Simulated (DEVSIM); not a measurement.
System: illuminated Si p-on-n cell, one wavelength, at 250 K.

| layer (left to right) | material | thickness (μm) | Nd (cm⁻³) | Na (cm⁻³) | τn (s) | τp (s) | absorption coefficient (cm⁻¹) |
|---|---|---|---|---|---|---|---|
| 1 | Si | 0.370 | - | 7.9e17 | 7.3e-7 | 5.1e-8 | 99000 |
| 2 | Si | 180 | 2.7e15 | - | 1.7e-6 | 1.7e-6 | 99000 |

Left contact: ohmic, minority electron recombination velocity 7000 cm/s. Right contact: ohmic, minority hole recombination velocity 8e5 cm/s. Voltage is applied to the left contact. Recombination: SRH at mid-gap, radiative, Auger. Gap narrowing is on: ΔEg = 6.92 meV × (l + √(l² + 0.5)), l = ln(N/1.3e17 cm⁻³), shared equally by both band edges. Light enters at the left, 6.5e16 photons cm⁻² s⁻¹, one pass, no reflection. Mobility is constant in doping.

This is a model device: material constants are rounded textbook-type values typed into the input, and sizes, dopings and lifetimes were drawn at random. Values at 300 K; Nc and Nv go as T^1.5, mobilities as T to minus their exponent, the gap by Varshni's rule with the affinity fixed.

```csv
parameter,Si
gap (eV),1.124
affinity (eV),4.05
permittivity,11.7
Nc (cm⁻³),2.86e19
Nv (cm⁻³),3.1e19
μn (cm²/Vs),1417
μp (cm²/Vs),470
T exponent of μn,2.3
T exponent of μp,2.2
B (cm³/s),4.7e-15
Cn (cm⁶/s),2.8e-31
Cp (cm⁶/s),9.9e-32
Varshni α (eV/K),0.000473
Varshni β (K),636
```

Simulated with DEVSIM: 1D drift-diffusion, Boltzmann statistics, complete ionisation; no tunnelling, impact ionisation, image-force lowering or self-heating.

The minority lifetime in layer 2 was swept, all else fixed.

```csv
minority lifetime in layer 2 (s),open-circuit voltage (V),dark forward voltage at 100 A/cm² (V),largest power (mW/cm²),dark forward voltage at 1 A/cm² (V)
5.1e-8,___,___,5.28,___
1.7e-7,0.617,1.110,5.40,0.748
5.1e-7,0.629,1.089,5.54,0.754
1.7e-6,0.642,1.051,5.65,0.763
5.1e-6,0.653,1.020,5.77,0.771
1.7e-5,0.661,1.000,5.85,0.776
5.1e-5,0.665,0.994,5.92,0.779
```

Task: Complete the blanks.

Result: 
- 5.1e-8, open-circuit voltage (V): 0.604
- 5.1e-8, dark forward voltage at 100 A/cm² (V): 1.120
- 5.1e-8, dark forward voltage at 1 A/cm² (V): 0.743
